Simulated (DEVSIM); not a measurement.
abrupt Si n-p junction

Device: abrupt Si n-p junction, at 350 K.

```
layer (left to right)  material  thickness (μm)  Nd (cm⁻³)  Na (cm⁻³)  τn (s)  τp (s)
---------------------  --------  --------------  ---------  ---------  ------  ------
1                            Si           0.160     2.2e16          -  1.7e-5  1.7e-5
2                            Si            2.50          -     5.7e16  1.7e-5  1.7e-5
```

Left contact: ohmic. Right contact: ohmic. Voltage is applied to the left contact. Recombination: SRH at mid-gap, Auger. Mobility is constant in doping.

This is a model device: material constants are rounded textbook-type values typed into the input, and sizes, dopings and lifetimes were drawn at random. Values at 300 K; Nc and Nv go as T^1.5, mobilities as T to minus their exponent, the gap by Varshni's rule with the affinity fixed.

```tsv
parameter	Si
gap (eV)	1.124
affinity (eV)	4.05
permittivity	11.7
Nc (cm⁻³)	2.86e19
Nv (cm⁻³)	3.1e19
μn (cm²/Vs)	1417
μp (cm²/Vs)	470
T exponent of μn	2.3
T exponent of μp	2.2
Cn (cm⁶/s)	2.8e-31
Cp (cm⁶/s)	9.9e-32
Varshni α (eV/K)	0.000473
Varshni β (K)	636
```

DEVSIM, 1D drift-diffusion, Boltzmann statistics, complete ionisation; no tunnelling, impact ionisation, image-force lowering or self-heating.

```yaml
potential_step_across_the_device_at_zero_bias: 0.691 V
largest_field_in_the_device_at_zero_bias: 56000 V/cm
Dark forward voltage at 1 A/cm²: 0.402 V
Dark forward voltage at 100 A/cm²: 0.563 V
```

Dark forward current:

```
V (V)  J (A/cm²)
-----  ---------
-0.05    -1.7e-5
-0.10    -9.4e-5
-0.15   -0.00045
-0.20    -0.0021
-0.25    -0.0097
-0.30     -0.045
-0.35      -0.21
-0.40      -0.94
-0.45       -4.3
-0.50        -19
-0.55        -74
-0.60       -230
-0.65       -530
-0.70      -1000
-0.75      -1600
-0.80      -2500
```
